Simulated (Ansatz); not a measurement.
Input and output of a self-consistent single point for ZnNi (P4mm, 2 atoms in the cell) (Ansatz, a program for electronic structure).

Method: LDA (PW92), default PAW files made with PBE (plane waves; Ansatz).

```yaml
crystal:
  lattice:
    - [2.71006, 0.00000, 0.00000]
    - [0.00000, 2.71006, 0.00000]
    - [0.00000, 0.00000, 3.19786]
  atoms:
    - { symbol: Zn, position: [0.50000, 0.50000, 0.51563] }
    - { symbol: Ni, position: [0.00000, 0.00000, 0.00000] }
```

Reference input (self-consistent single point, DFT, LDA (PW92), plane waves, default PAW files made with PBE): basis.ecutwfc = 420 eV; kpoints.mp_grid.grid = 12 12 10; hamiltonian.xc = lda; hamiltonian.pseudopotentials = {kind: paw} (the program's default PAW files); scf.occupations.method = fermi_dirac; scf.occupations.width = 0.1 eV. This run's input differs from it in these lines:

Ansatz 0.2 input:
```diff
@@ -13,3 +13,3 @@
   mp_grid:
-    grid: [12, 12, 10]
+    grid: [16, 16, 14]
 hamiltonian:
@@ -21,3 +21,3 @@
     method: fermi_dirac
-    width: 0.1
+    width: 0.02
 output:
```

The program printed (abridged):

```
SCF iter   1: F=—  HF=-9020.187219 eV  |F-HF|=—  |Δ(HF+E_count)|=         —  Δρ=2.49e-2  dr2=7.96e-2  ethr=1.77e-3  ⟨swp⟩=5.6  Hψ=30499  notcnv=0
all-band conjugate gradients solve this SCF's bands
preconditioner: auto → none
SCF iter   2: F=—  HF=-9020.178250 eV  |F-HF|=—  |Δ(HF+E_count)|=   8.97e-3  Δρ=1.07e-2  dr2=1.70e-2  ethr=2.65e-4  ⟨swp⟩=2.0  Hψ=11113  notcnv=0  defer=38
SCF iter   3: F=—  HF=-9020.176560 eV  |F-HF|=—  |Δ(HF+E_count)|=   1.69e-3  Δρ=2.03e-3  dr2=4.64e-4  ethr=5.67e-5  ⟨swp⟩=2.0  Hψ=8661  notcnv=0  defer=38
SCF iter   4: F=—  HF=-9020.176339 eV  |F-HF|=—  |Δ(HF+E_count)|=   2.21e-4  Δρ=5.51e-4  dr2=3.98e-5  ethr=1.55e-6  ⟨swp⟩=2.0  Hψ=12502  notcnv=0  defer=38
SCF iter   5: F=—  HF=-9020.176319 eV  |F-HF|=—  |Δ(HF+E_count)|=   2.08e-5  Δρ=1.05e-4  dr2=7.44e-7  ethr=1.33e-7  ⟨swp⟩=2.0  Hψ=9338  notcnv=0  defer=38
SCF iter   6: F=-9020.176318 eV  HF=-9020.176318 eV  |F-HF|=2.86e-9  |Δ(HF+E_count)|=   3.61e-7  Δρ=1.82e-5  dr2=2.54e-8  ethr=3.33e-10  ⟨swp⟩=6.7  Hψ=35776  notcnv=0
SCF 1 converged in 6 iterations: F = -9020.176318 eV  dr2 = 2.54e-8
Free energy (F): -9020.176318 eV
Internal energy: -9020.175447 eV  (E = F + TS)
E sigma→0 (E₀):  -9020.175882 eV
Entropy (-TS):   -0.000871 eV (-0.436 meV/atom)
Fermi energy:    15.133546 eV
--- Forces (eV/Å), atoms counted from 1 ---
  atom   1  Zn     0.00000000     0.00000000    -0.33066178
  atom   2  Ni     0.00000000     0.00000000     0.33066512
--- Stress (GPa, compression-positive) ---
      -10.259154       0.000000       0.000000
        0.000000     -10.259154       0.000000
        0.000000       0.000000      -9.225713
  P = ⅓ Tr σ = -9.9147 GPa (-99.147 kbar)
  The stress holds the Pulay correction. Without it, at fixed plane waves, as pw.x and ABINIT print it: P = -10.0094 GPa
```

The run converged in 6 iterations. Against the reference run the free energy goes up by 4.6 meV/atom, the pressure moves little (-9.82 to -9.91 GPa) and the largest force hardly changes (0.330 to 0.331 eV/Å).

The starting cell comes from a database of computed structures (which also holds hypothetical and non-ambient phases and stackings), without a prior relaxation at this level. Its lattice was rescaled by up to half a per cent. One atom was moved a little off its site on purpose. Spin polarisation is off. With a pressure of about -10 GPa the cell is away from its equilibrium volume at this level. Ansatz's pressure includes its estimate of the finite-basis (Pulay) stress.
